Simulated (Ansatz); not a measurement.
Structures of equal composition on the (111)B surface of 3C silicon carbide (C plane on top): 2x2 Si adatom at H3; 2x2 Si adatom at T1; 2x2 Si adatom at T4. The slabs share one bottom face, and each structure is named by its start. These are constructed structures in small cells; real faces may alloy, dewet or reconstruct in larger ones, and not all known structures of the face are among them. Slabs of about 11 Å with all that they carry, Fermi-Dirac smearing of 0.025 eV. Bottom of the slabs: H caps. Relaxed from the named starts with such symmetry as they have, on meshes of like density; energies extrapolated to zero smearing; no spin-orbit coupling, no U. Spin-polarised runs, if any, are marked in brackets, and their order is one that fits the cell; the others ran without spin. Where a second, spin-polarised start was run, the lower counts.

Host crystal: 3C silicon carbide, with a band gap (PBE, scalar-relativistic without spin-orbit coupling).

Level of theory: PBE (plane waves to 420 eV, PAW; Ansatz, a first-principles code).

Problem. Rank these by energy per 1x1 cell (lowest first), as PBE gives it.

Solution. 2x2 Si adatom at H3 (0.000 eV), 2x2 Si adatom at T4 (0.289 eV, a narrow gap of 0.07 eV by band count), 2x2 Si adatom at T1 (0.677 eV, no gap over 0.04 eV on the mesh)
